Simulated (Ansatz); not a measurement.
Migration barriers of interstitials in nitrides: PBE bands (Ansatz, a first-principles code, plane waves to 420 eV, PAW, climbing-image NEB) beside r2SCAN single points (500 eV) at the PBE geometries. Forward barriers of single hops from the lowest site run, static nuclei, no finite-size correction. The rows are a random draw from the bands that converged and passed our checks of state and shape. Saddle orders were checked for a part of the study's bands only and are not shown. Charge states are imposed.

```csv
Defect,Route,"Hop (Å), direction in the unit cell","End over start, densest mesh run (eV)",Cell and PBE mesh,r2SCAN k-points,PBE (eV)
"interstitial Na in wurtzite GaN, charge +1",Na moves farthest,"3.22 along (1.00, 1.00, 0.00)",0.00,"72 sites, one k-point at (0.125, 0.250, 0.250)",same mesh,1.71
"interstitial O in wurtzite GaN, charge -2",O moves farthest,"3.22 along (1.00, 1.00, 0.00)",0.00,"72 sites, one k-point at (0.125, 0.250, 0.250)",same mesh,2.13
"interstitial Ga in wurtzite GaN, charge +3",Ga moves farthest,"2.61 along (0.00, -0.01, 0.50)",0.00,"72 sites, one k-point at (0.125, 0.250, 0.250)",same mesh,1.44
"interstitial Zn in wurtzite GaN, charge +2",Zn moves farthest,"3.22 along (1.00, 1.00, 0.00)",0.00,"72 sites, one k-point at (0.125, 0.250, 0.250)",same mesh,0.72
"interstitial Mg in wurtzite GaN, charge +2",Mg moves farthest,"3.22 along (0.00, 1.00, 0.00)",0.00,"72 sites, one k-point at (0.125, 0.250, 0.250)",same mesh,1.85
"interstitial O in wurtzite GaN, charge -2",O moves farthest,"2.60 along (0.00, 0.00, -0.50)",0.00,"72 sites, one k-point at (0.125, 0.250, 0.250)",same mesh,1.86
"interstitial Be in wurtzite GaN, charge +2",Be moves farthest,"1.24 along (0.19, 0.38, -0.12)",0.45,"72 sites, one k-point at (0.125, 0.250, 0.250)",same mesh,0.59
```

**Question.** What does r2SCAN give for each row, and how does it differ from PBE over these rows?

**Answer.** In the order of the rows: 1.71, 2.20, 1.48, 0.68, 1.83, 1.91, 0.64 eV. Against PBE it lies higher in 4 of 7 rows and lower in 1 (differences over 0.03 eV). The mean difference is +0.02 eV (median +0.04) and the mean size 0.04 eV; the largest, +0.07 eV, is in row 2.
